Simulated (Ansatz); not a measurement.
**A computed series for hypothetical anti-fluorite Tl2Te: element substitutions**

Base system: Tl2Te in the anti-fluorite structure (space group Fm-3m, No. 225; a hypothetical phase, not in the database extracts checked).

```
CELL_PARAMETERS angstrom
      0.00000     3.84255     3.84255
      3.84255     0.00000     3.84255
      3.84255     3.84255     0.00000
ATOMIC_POSITIONS crystal
  Te 0.00000 0.00000 0.00000
  Tl 0.25000 0.25000 0.25000
  Tl 0.75000 0.75000 0.75000
```

Each row replaces one element on all its sites; cell and atoms are relaxed.

Calculations: Ansatz (a first-principles code) PBEsol, scalar-relativistic without spin-orbit coupling.

For the base:

| Quantity | Value |
|---|---|
| Volume per atom | 37.82 Å³ |

Question: The aim is a volume per atom between 21.07 Å³ and 23.04 Å³. Which of these changes reaches it?
A) Te → Si
B) Te → Sn
C) Te → O

Answer: C, Te → O. It gives 22.17 Å³; Te → Si gives 26.59 Å³; Te → Sn gives 31.72 Å³. Changes not listed may reach it too

Stability against distortions was not tested. As relaxed here, Tl2O, Tl2Si and Tl2Sn are hypothetical phases, not in the database extracts checked. The final runs are not spin-polarised.
